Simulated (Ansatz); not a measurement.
Worked example: self-consistent single point of LaPb3 (Pm-3m, 4 atoms in the cell) in Ansatz (a quantum-chemistry and plane-wave program).

Level of theory: PBEsol, PAW files made with PBE (plane waves; Ansatz).

```
LaPb3
1.0
    4.92952     0.00000     0.00000
    0.00000     4.92952     0.00000
    0.00000     0.00000     4.92952
La Pb
1 3
Direct
  0.00000   0.00000   0.00000
  0.00000   0.50000   0.50000
  0.50000   0.00000   0.50000
  0.50000   0.50000   0.00000
```

Reference input (self-consistent single point, DFT, LDA (PW92), plane waves, PAW files made with PBE): kpoints.mp_grid.grid = 7 7 7; hamiltonian.xc = lda; hamiltonian.pseudopotentials = {kind: paw} (the program's default PAW files); scf.occupations.method = gaussian; scf.occupations.width = 0.136 eV. This run's input differs from it in these lines:

Ansatz 0.2 input:
```diff
@@ -14,3 +14,3 @@
 hamiltonian:
-  xc: lda
+  xc: pbesol
   pseudopotentials:
```

Log, with long lists cut:

```
SCF iter   1: F=—  HF=-41439.952713 eV  |F-HF|=—  |Δ(HF+E_count)|=         —  Δρ=1.72e-1  dr2=7.34e1  ethr=3.10e-3  ⟨swp⟩=6.3  Hψ=5429  notcnv=0
all-band conjugate gradients solve this SCF's bands
automatic band count: the SCF goes on with 37 bands, as 32 were too few: the levels above may hold too much charge
preconditioner: auto → Kerker (q_TF=auto, 2.382 Å⁻¹)
   [... lines left out ...]
SCF iter   8: F=—  HF=-41434.912979 eV  |F-HF|=—  |Δ(HF+E_count)|=   5.10e-5  Δρ=9.02e-5  dr2=1.13e-5  ethr=4.90e-7  ⟨swp⟩=2.2  Hψ=1246  notcnv=0  defer=22
SCF iter   9: F=—  HF=-41434.912986 eV  |F-HF|=—  |Δ(HF+E_count)|=   7.56e-6  Δρ=6.72e-5  dr2=7.66e-6  ethr=2.12e-8  ⟨swp⟩=2.0  Hψ=1289  notcnv=0  defer=21
SCF iter  10: F=—  HF=-41434.912984 eV  |F-HF|=—  |Δ(HF+E_count)|=   2.12e-6  Δρ=1.50e-5  dr2=4.11e-7  ethr=1.45e-8  ⟨swp⟩=2.0  Hψ=1226  notcnv=0  defer=21
SCF iter  11: F=-41434.912984 eV  HF=-41434.912984 eV  |F-HF|=4.26e-8  |Δ(HF+E_count)|=   9.51e-8  Δρ=5.24e-6  dr2=4.70e-8  ethr=1.89e-10  ⟨swp⟩=10.7  Hψ=3853  notcnv=0
SCF 1 converged in 11 iterations: F = -41434.912984 eV  dr2 = 4.70e-8
Free energy (F): -41434.912984 eV
Internal energy: -41434.899490 eV  (E = F + TS)
E sigma→0 (E₀):  -41434.906237 eV
Entropy (-TS):   -0.013494 eV (-3.373 meV/atom)
Fermi energy:    11.894234 eV
--- Forces (eV/Å), atoms counted from 1 ---
  atom   1  La    -0.00000000     0.00000000     0.00000000
   [... zero for the other atoms too ...]
--- Stress (GPa, compression-positive) ---
       -1.548041      -0.000000       0.000000
        0.000000      -1.548041       0.000000
        0.000000      -0.000000      -1.548041
  P = ⅓ Tr σ = -1.5480 GPa (-15.480 kbar)
  The stress holds the Pulay correction. Without it, at fixed plane waves, as pw.x and ABINIT print it: P = -1.5691 GPa
```

The run converged in 11 iterations. Against the reference run the pressure goes from -3.19 to -1.55 GPa.

The starting cell comes from a database of computed structures (which also holds hypothetical and non-ambient phases and stackings), without a prior relaxation at this level. Its lattice was rescaled by a random factor within 2.5 % of one. Ansatz's pressure includes its estimate of the finite-basis (Pulay) stress.
